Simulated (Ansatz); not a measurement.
**Parameter sweep on FeSnF₆ (R-3, 8 atoms in the cell)**

```yaml
crystal:
  lattice:
    - [2.74196, 1.58307, 4.65663]
    - [-2.74196, 1.58307, 4.65663]
    - [0.00000, -3.16614, 4.65663]
  atoms:
    - { symbol: Fe, position: [0.50000, 0.50000, 0.50000], spin: 4.0 }
    - { symbol: Sn, position: [0.00000, 0.00000, 0.00000] }
    - { symbol: F, position: [0.86289, 0.23883, 0.64987] }
    - { symbol: F, position: [0.13711, 0.76117, 0.35013] }
    - { symbol: F, position: [0.64987, 0.86289, 0.23883] }
    - { symbol: F, position: [0.35013, 0.13711, 0.76117] }
    - { symbol: F, position: [0.23883, 0.64987, 0.86289] }
    - { symbol: F, position: [0.76117, 0.35013, 0.13711] }
```
(The spins are starting values, not results.)

Base run A: LDA (PW92), default PAW files made with PBE run with Ansatz (a quantum-chemistry and plane-wave program), self-consistent single point.

Its settings: kpoints.mp_grid.grid = 5 5 5; hamiltonian.xc = lda; hamiltonian.pseudopotentials = {kind: paw} (the program's default PAW files); magnetization.spin_polarized = true; scf.occupations.method = cold; scf.occupations.width = 0.136 eV.

The starting cell comes from a database of computed structures (which also holds hypothetical and non-ambient phases and stackings), without a prior relaxation at this level. With one magnetic atom in the cell only a parallel order is possible. In the base run, with a pressure of about -8 GPa the cell is away from its equilibrium volume at this level. Ansatz's pressure includes its estimate of the finite-basis (Pulay) stress.

ΔF is the free energy per atom less that of run A. 

Run A gave: pressure (GPa) -7.54; largest force (eV/Å) 0.458; size of the net moment (μB/atom) 0.50; TS (meV/atom) 5.0; k-points 23.

Runs:
- B: kpoints.mp_grid.grid, scf.occupations.width = 3 3 3, 0.03 eV
- C: kpoints.mp_grid.grid, scf.occupations.width = 3 3 3, 0.1 eV
- D: kpoints.mp_grid.grid, scf.occupations.width = 3 3 3, 0.3 eV
- E: kpoints.mp_grid.grid, scf.occupations.width = 4 4 4, 0.03 eV
- F: kpoints.mp_grid.grid, scf.occupations.width = 4 4 4, 0.1 eV
- G: kpoints.mp_grid.grid, scf.occupations.width = 4 4 4, 0.3 eV
- H: kpoints.mp_grid.grid, scf.occupations.width = 5 5 5, 0.03 eV
- I: kpoints.mp_grid.grid, scf.occupations.width = 5 5 5, 0.1 eV
- J: kpoints.mp_grid.grid, scf.occupations.width = 5 5 5, 0.3 eV
- K: kpoints.mp_grid.grid, scf.occupations.width = 6 6 6, 0.03 eV
- L: kpoints.mp_grid.grid, scf.occupations.width = 6 6 6, 0.1 eV
- M: kpoints.mp_grid.grid, scf.occupations.width = 6 6 6, 0.3 eV

Q: What does run E change against A?

A: The free energy rises by 1.9 meV/atom, the pressure moves little (-7.54 to -7.45 GPa), the largest force goes from 0.458 to 0.490 eV/Å and the size of the net moment stays at 0.50 μB/atom.

Q: What does run K change against A?

A: The free energy goes up by 2.4 meV/atom, the pressure hardly changes (-7.54 to -7.50 GPa), the largest force goes from 0.458 to 0.471 eV/Å and the size of the net moment stays at 0.50 μB/atom.

| run | ΔF (meV/atom) | pressure (GPa) | largest force (eV/Å) | size of the net moment (μB/atom) | TS (meV/atom) | k-points |
|---|---|---|---|---|---|---|
| A | 0.00 | -7.54 | 0.458 | 0.50 | 5.0 | 23 |
| B | 1.29 | -7.38 | 0.516 | 0.51 | 0.5 | 6 |
| C | 0.35 | -7.38 | 0.514 | 0.51 | 1.7 | 6 |
| D | -8.8 | -7.57 | 0.439 | 0.51 | 17.3 | 6 |
| E | 1.91 | -7.45 | 0.490 | 0.50 | 0.2 | 14 |
| F | 0.93 | -7.47 | 0.479 | 0.50 | 2.3 | 14 |
| G | -8.4 | -7.63 | 0.422 | 0.50 | 17.1 | 14 |
| H | 2.2 | -7.48 | 0.477 | 0.50 | 0.2 | 23 |
| I | 1.15 | -7.51 | 0.467 | 0.50 | 2.6 | 23 |
| J | -8.1 | -7.64 | 0.420 | 0.50 | 17.1 | 23 |
| K | 2.4 | -7.50 | 0.471 | 0.50 | 0.2 | 40 |
| L | 1.20 | -7.52 | 0.464 | 0.50 | 2.6 | 40 |
| M | -8.1 | -7.63 | 0.421 | 0.50 | 17.2 | 40 |

Keys are those of Ansatz 0.2.
